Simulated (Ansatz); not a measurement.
The structure below was relaxed with DFT with r2SCAN, PAW potentials and a 500 eV plane-wave cutoff in Ansatz (a first-principles code), no spin-orbit coupling.

```
CELL_PARAMETERS angstrom
      2.45538     0.00000     0.00000
     -1.22769     2.12642     0.00000
      0.00000     0.00000     3.98727
ATOMIC_POSITIONS crystal
  Mn 0.33333 0.66667 0.75000
  Mn 0.66667 0.33333 0.25000
```

Problem. Find the space group and the Wyckoff positions.

Solution. Space group P6₃/mmc (No. 194); a = b = 2.4554 Å, c = 3.9873 Å, α = β = 90.00°, γ = 120.00°

| atom | site | symmetry | x | y | z |
|---|---|---|---|---|---|
| Mn | 2d | -6m2 | 0.6667 | 0.3333 | 0.2500 |

Problem. Describe the coordination.

Solution. The crystal has 2 atoms in its conventional cell. Cell: a = 2.4554 Å, b = 2.4554 Å, c = 3.9873 Å, α = 90.00°, β = 90.00°, γ = 120.00°. Mn is coordinated by 12 Mn at 2.446–2.455 Å (anticuboctahedral). (Neighbours: up to the widest gap in distance over summed covalent radii, below 1.35, at either atom.)

Stability against distortions was not tested. Starting moments died away, wholly or in part, for Re → Mn; another magnetic solution may exist. The final runs are not spin-polarised. The cell was made from Re by this change: Re → Mn; the result is a model cell, its experimental status unchecked. This is not the structure that Mn has at room temperature and ambient pressure.
